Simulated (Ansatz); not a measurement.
# The (115) surface of germanium, from a spin-polarised start, 2 pairs of surface atoms bonded, H on all but both atoms of one pair (paired Ge at depth 0.0 Å) (bottom of the slab: built like the top, H on every dangling bond, free)

The numbers are results of PBE (plane waves to 420 eV, PAW; Ansatz, a program for electronic structure), not measurements.

Slab: 50 atoms, 12.7 Å thick at the start with caps and adatoms (thin: gaps and levels are the slab's own); k 4x3x1, smearing 0.025 eV, dipole-corrected; 8 atoms held, the rest relaxed; no symmetry held; spin-polarised from one start with parallel moments (other orders not tried), no spin-orbit, no U. The starting moment vanished. In PBE it lies 0.03 eV a 1x1 cell over the lowest computed structure of the same composition (2 pairs of surface atoms bonded, H on all but both atoms of one pair (paired Ge at depth 1.1 Å), spin-polarised start).

```json
{
 "gap_of_the_slab_on_its_k_mesh": "0.66 eV",
 "highest_filled_level_below_the_top_vacuum_level": "4.81 eV",
 "energy_released_by_relaxation": "1.67 eV",
 "magnetic_moment_of_the_cell": "0.00 μB",
 "cost": "about 3.0 core-hours (a rough figure)"
}
```
